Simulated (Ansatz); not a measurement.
Base system: ZnS in the zinc blende structure (space group F-43m, No. 216; a = 5.389 Å). Axes: x, y, z lie along the cube axes.

Structures relaxed with Kohn–Sham DFT with the r2SCAN functional, run in Ansatz (a first-principles code) with PAW and 500 eV plane waves, no spin-orbit coupling.

Base:

Simulated powder pattern, Cu Kα1, λ = 1.54056 Å (kinematic, ideal powder, no thermal factors, no anomalous dispersion; the 14 strongest lines at most, above 2 %, up to 2θ = 90°):

```json
[
 {"2θ (°)": "28.67", "I/Imax (%)": "100", "hkl": "(111)"},
 {"2θ (°)": "33.22", "I/Imax (%)": "12", "hkl": "(200)"},
 {"2θ (°)": "47.69", "I/Imax (%)": "61", "hkl": "(220)"},
 {"2θ (°)": "56.60", "I/Imax (%)": "41", "hkl": "(311)"},
 {"2θ (°)": "59.36", "I/Imax (%)": "3.1", "hkl": "(222)"},
 {"2θ (°)": "69.74", "I/Imax (%)": "9.1", "hkl": "(400)"},
 {"2θ (°)": "77.08", "I/Imax (%)": "15", "hkl": "(331)"},
 {"2θ (°)": "79.47", "I/Imax (%)": "3.5", "hkl": "(420)"},
 {"2θ (°)": "88.89", "I/Imax (%)": "19", "hkl": "(422)"}
]
```

After one change:

Simulated powder pattern, Cu Kα1, λ = 1.54056 Å (kinematic, ideal powder, no thermal factors, no anomalous dispersion; the 14 strongest lines at most, above 2 %, up to 2θ = 90°):

| 2θ (°) | I/Imax (%) |
|---|---|
| 28.29 | 100 |
| 29.07 | 100 |
| 33.24 | 16 |
| 46.70 | 22 |
| 47.71 | 81 |
| 48.73 | 19 |
| 55.95 | 29 |
| 56.38 | 15 |
| 56.83 | 12 |
| 57.30 | 25 |
| 69.79 | 12 |
| 76.53 | 9.4 |
| 77.68 | 11 |
| 87.45 | 13 |

What was done to the base?
(A) tensor shear ε_xy = +0.86 %
(B) tensor shear ε_xy = +0.57 %
(C) tensor shear ε_xy = +0.29 %
(D) tensor shear ε_xy = +2.00 %

D, tensor shear ε_xy = +2.00 %. Its volume per atom is 19.56 Å³ against 19.56 Å³, and its space group is Imm2 (No. 44).

The cells carry an imposed strain or load. Whether these cells are dynamically stable was not tested.
